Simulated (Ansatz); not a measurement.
Structures of equal composition on the (100) surface of fcc Cu: a layer of Rh in place of the second plane; a layer of Rh in place of the third plane. The slabs share one bottom face, and each structure is named by its start. These are constructed structures in small cells; real faces may alloy, dewet or reconstruct in larger ones, and not all known structures of the face are among them. Slabs of about 9 Å with all that they carry, Fermi-Dirac smearing of 0.1 eV. Bottom of the slabs: a bare face, its two planes held. Relaxed from the named starts with such symmetry as they have, on meshes of like density; energies extrapolated to zero smearing; no spin-orbit coupling, no U. Spin-polarised runs, if any, are marked in brackets, and their order is one that fits the cell; the others ran without spin.

All values below come from PBE (plane waves to 420 eV, PAW; Ansatz, a first-principles code).

Task: Put the candidates in order of energy per 1x1 cell, lowest first, for PBE.

Result: a layer of Rh in place of the third plane (0.000 eV), a layer of Rh in place of the second plane (0.027 eV)
